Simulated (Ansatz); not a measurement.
Base system: CdSe in the wurtzite structure (space group P6_3mc, No. 186; a = 4.340 Å, c = 7.078 Å). Axes: x lies along a and z along c of the hexagonal cell.

Structures relaxed with Ansatz (a program for electronic structure) r2SCAN, no spin-orbit coupling, earlier PAW set.

Base:

Simulated powder pattern, Mo Kα, λ = 0.71073 Å (kinematic, ideal powder, no thermal factors, no anomalous dispersion; the 10 strongest lines at most, above 2 %, up to 2θ = 40°):

```csv
2θ (°),I/Imax (%),hkl
10.85,100,(100)
11.53,60,(002)
12.29,76,(101)
15.86,40,(102)
18.85,97,(110)
20.49,98,(103)
22.15,64,(112)
27.98,39,(203)
31.12,28,(105)
33.96,42,(213)
```

After one change:

Simulated powder pattern, Mo Kα, λ = 0.71073 Å (kinematic, ideal powder, no thermal factors, no anomalous dispersion; the 10 strongest lines at most, above 2 %, up to 2θ = 40°):

```csv
2θ (°),I/Imax (%)
10.46,100
11.11,60
11.85,76
15.28,41
18.17,98
19.74,99
21.34,65
26.95,40
29.97,29
32.70,43
```

Problem. What was done to the base?
A) isotropic strain +3.74 %
B) biaxial strain −0.20 %, plane normal [001], relaxed out of plane
C) isotropic strain −2.38 %
D) biaxial strain −2.94 %, plane normal [001], relaxed out of plane

Solution. A, isotropic strain +3.74 %. Its volume per atom is 32.22 Å³ against 28.86 Å³, and its space group is P6_3mc (No. 186).

Whether these cells are dynamically stable was not tested.
